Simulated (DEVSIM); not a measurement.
Structure: Ru/SiO2/p-Ge capacitor, at 300 K.

| layer (left to right) | material | thickness (nm) | Na (cm⁻³) |
|---|---|---|---|
| 1 | SiO2 | 7.20 | - |
| 2 | Ge | 840 | 5e17 |

Metal gate on the left, work function 4.7 eV. Fixed charge at the semiconductor interface 1.3e11 cm⁻² (in units of +e); no interface traps.

This is a model device: material constants are rounded textbook-type values typed into the input, and sizes, dopings and lifetimes were drawn at random. Values at 300 K; Nc and Nv go as T^1.5, mobilities as T to minus their exponent, the gap by Varshni's rule with the affinity fixed.

| parameter | SiO2 | Ge |
|---|---|---|
| gap (eV) | 9 | 0.664 |
| affinity (eV) | 0.9 | 4 |
| permittivity | 3.9 | 16 |
| Nc (cm⁻³) | - | 1.04e19 |
| Nv (cm⁻³) | - | 6e18 |
| Varshni α (eV/K) | - | 0.000477 |
| Varshni β (K) | - | 235 |

Model (solved in DEVSIM): 1D Poisson equation in equilibrium, Boltzmann statistics, complete ionisation; no quantum confinement or tunnelling. Metal contacts follow the ideal Schottky-Mott rule: no Fermi-level pinning, no interface dipoles.

The temperature was swept, all else fixed.

```
temperature (K)  threshold voltage (band bending 2φF) (V)  flat-band voltage (V)  minimum of the low-frequency capacitance (μF/cm²)
---------------  ----------------------------------------  ---------------------  -------------------------------------------------
250                                                     ?                   0.02                                                  ?
300                                                  1.30                   0.06                                              0.214
350                                                  1.23                   0.09                                              0.227
400                                                  1.17                   0.13                                              0.241
450                                                  1.10                   0.17                                              0.259
500                                                  1.02                   0.21                                              0.281
```

Task: What belongs in the gaps?

Result: 
- 250, threshold voltage (band bending 2φF) (V): 1.35
- 250, minimum of the low-frequency capacitance (μF/cm²): 0.204
